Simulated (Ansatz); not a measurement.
The parent structure is MgF2 in the rutile structure (space group P4_2/mnm, No. 136).

```
CELL_PARAMETERS angstrom
      4.69945     0.00000     0.00000
      0.00000     4.69945     0.00000
      0.00000     0.00000     3.09382
ATOMIC_POSITIONS crystal
  Mg 0.50000 0.50000 0.50000
  Mg 0.00000 0.00000 0.00000
  F  0.69642 0.69642 0.00000
  F  0.30358 0.30358 0.00000
  F  0.80358 0.19642 0.50000
  F  0.19642 0.80358 0.50000
```

Calculations: Kohn–Sham DFT with the PBE functional, run in Ansatz (a program for electronic structure) with PAW and 420 eV plane waves, no SOC, earlier PAW set.

Before the change:

- Width of the top valence band: 0.80 eV

Perturbation: cell and atoms relaxed at a pressure of 3 GPa.

Task: What happens to the mean gap deformation potential ΔEg/Δln V?

Result: The mean gap deformation potential ΔEg/Δln V comes out as -6.6 eV.

Task: Predict the new width of the top valence band.

Result: The width of the top valence band increases by 0.03 eV (0.80 eV → 0.83 eV).

Load acts through the strain it causes; cell and atoms are relaxed under it. Gaps are Kohn–Sham eigenvalue differences; semilocal functionals usually give less than the measured gap. No phonon test of stability was made.
